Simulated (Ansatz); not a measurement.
A constructed model of the (0001) surface of hcp Co, ferromagnetic, a pseudomorphic layer of Re in the other hollow (bottom of the slab: a bare face, its two planes held)

Computed with PBE (plane waves to 420 eV, PAW; Ansatz, a quantum-chemistry and plane-wave program).

Slab: 7 atoms, 12.6 Å thick at the start with caps and adatoms (thin: gaps and levels are the slab's own); k 17x17x1, smearing 0.1 eV, dipole-corrected; 2 atoms held, the rest relaxed; symmetry of the start imposed; spin-polarised, ending with about 9.4 μB a cell; orders that need a larger cell were not tried, no spin-orbit, no U. In PBE it lies 0.02 eV a 1x1 cell over the lowest computed structure of the same composition (a pseudomorphic layer of Re in the host's stacking).

| Property | Result |
|---|---|
| work function of the top face | 5.41 eV |
| energy released by relaxation | 0.26 eV |
| magnetic moment of the cell | 9.38 μB |
| cost | very roughly 5 core-minutes |
